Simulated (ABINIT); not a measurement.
Troubleshooting ABINIT: a failed run on ScH3 (I4/mmm, 4 atoms in the cell). The aim is a self-consistent single point with DFT, LDA (PW92), plane waves, norm-conserving pseudopotentials (PseudoDojo nc-sr-04 LDA standard).

The input file:

```
# ScH3, PseudoDojo nc-sr-04 LDA standard
pp_dirpath "./"
pseudos "Sc.upf, H.upf"
acell 6.4052037244 6.4052037244 6.4052037244
rprim
        -0.4899781552    0.4899781552    0.7210012585
         0.4899781552   -0.4899781552    0.7210012585
         0.4899781552    0.4899781552   -0.7210012585
natom 4
ntypat 2
znucl 21 1
typat 1 2 2
xred
         0.0000000000    0.0000000000    0.0000000000
         0.7500000000    0.2500000000    0.5000000000
         0.2500000000    0.7500000000    0.5000000000
         0.5000000000    0.5000000000    0.0000000000
ecut 39 Ha
occopt 3
tsmear 0.1 eV
nband 12
kptopt 1
ngkpt 9 9 9
nshiftk 1
shiftk 0 0 0
nstep 80
tolvrs 1.0e-10
prtwf 0
prtden 0
enunit 2
```

The program printed (abridged):

```
 ++++++++++++++++++++++++++++++++++++++++++++++++++++++++++++++++++++++++++++++

 Netcdf library supports MPI-IO
-instrng: 30 lines of input have been read from file run.abi

 For atom type 1, psp file is ./Sc.upf
 For atom type 2, psp file is ./H.upf

 inpspheads: deduce mpsang = 3, n1xccc = 2501.

=======================================================
 invars1m : enter jdtset= 0

--- !WARNING
src_file: m_parser.F90
src_line: 353
message: |
    Attempted to read ndig: 4 integer digits
    from string(1:ndig)= `XRED` to initialize an integer variable
    iomsg: Bad integer for item 1 in list input
...

--- !ERROR
src_file: m_parser.F90
src_line: 2071
mpi_rank: 0
message: |
    An error occurred reading data for keyword ` TYPAT`,
    looking for 4 elements.
    There is a problem with the input string:
     XRED 0.0000000000 0.0000000000 0.0000000000 0.7500000000 0.2500000000 0.5000000000 0.2500000000 0.7500000000 0.5000000000 0.5000000000 0.5000000000 0.0000000000 ECUT 39 HA OCCOPT 3 TSMEAR 0.1 EV NBAND 12 KPTOPT 1 NGKPT 9 9 9 NSHIFTK 1 SHIFTK 0 [...]
    Maybe a disagreement between the declared dimension of the array,
    and the number of items provided.
    Action: correct your input file and especially the keyword:  TYPAT
...

 abinit_abort: decision taken to exit. Check above messages for more info
Abort(13) on node 0 (rank 0 in comm 0): application called MPI_Abort(MPI_COMM_WORLD, 13) - process 0

--- !ERROR
src_file: m_parser.F90
src_line: 2071
mpi_rank: 0
message: |
    An error occurred reading data for keyword ` TYPAT`,
    looking for 4 elements.
    There is a problem with the input string:
     XRED 0.0000000000 0.0000000000 0.0000000000 0.7500000000 0.2500000000 0.5000000000 0.2500000000 0.7500000000 0.5000000000 0.5000000000 0.5000000000 0.0000000000 ECUT 39 HA OCCOPT 3 TSMEAR 0.1 EV NBAND 12 KPTOPT 1 NGKPT 9 9 9 NSHIFTK 1 SHIFTK 0 [...]
    Maybe a disagreement between the declared dimension of the array,
    and the number of items provided.
    Action: correct your input file and especially the keyword:  TYPAT
...
```

### Question
Read the log: what does the program object to, and what is the fix?

### Answer
The fault is a list of atom types shorter than the atom count. Every atom needs a type. To fix it, complete the list. The program stopped before any SCF iteration.

An input that runs soundly differs in these lines (not the only fix; some lines may just follow from the change or write a value another way):
```diff
-typat 1 2 2
+typat 1 2 2 2
```

With that input, the run converged in 9 iterations: free energy E − TS -1365.14 eV; Fermi level (on the code's own zero) 8.32 eV; pressure -6.94 GPa (DFT, LDA (PW92), plane waves, norm-conserving pseudopotentials (PseudoDojo nc-sr-04 LDA standard)).

On the sound input: the starting cell comes from a database of computed structures (which also holds hypothetical and non-ambient phases and stackings), without a prior relaxation at this level. With a pressure of about -7 GPa the cell is away from its equilibrium volume at this level.
